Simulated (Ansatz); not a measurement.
The starting structures come from a database of crystals and need not be the phases stable at ambient conditions.

 Where the default PAW files enter, the runs use the earlier of Ansatz's two default sets.

By PBEsol, the system below comes out a metal.

A figure of merit of an interconnect metal is its ballistic conductance per area.

Here is the system:

```yaml
crystal:
  lattice:
    - [3.69287, 0.00000, 0.00000]
    - [0.00000, 5.11898, 0.00000]
    - [0.00000, 0.00000, 6.72515]
  atoms:
    - { symbol: Hf, position: [0.75000, 0.62561, 0.67514] }
    - { symbol: Hf, position: [0.25000, 0.37439, 0.32486] }
    - { symbol: Hf, position: [0.25000, 0.12561, 0.82486] }
    - { symbol: Hf, position: [0.75000, 0.87439, 0.17514] }
    - { symbol: Si, position: [0.75000, 0.13913, 0.54312] }
    - { symbol: Si, position: [0.25000, 0.86087, 0.45688] }
    - { symbol: Si, position: [0.25000, 0.63913, 0.95688] }
    - { symbol: Si, position: [0.75000, 0.36087, 0.04312] }
```

Space group of this cell: Pnma. The cell is strained (all lengths scaled by 0.98); by PBEsol its mean pressure is 8.5 GPa.

The current flows along the normal of the first two printed cell vectors. No spin-orbit coupling; the value is a mean over 0.1 eV about the Fermi level.

Task: State the ballistic conductance per area according to PBEsol (Ansatz, a first-principles code).

Result: 0.26 × 10¹⁵ S/m² for both spins.
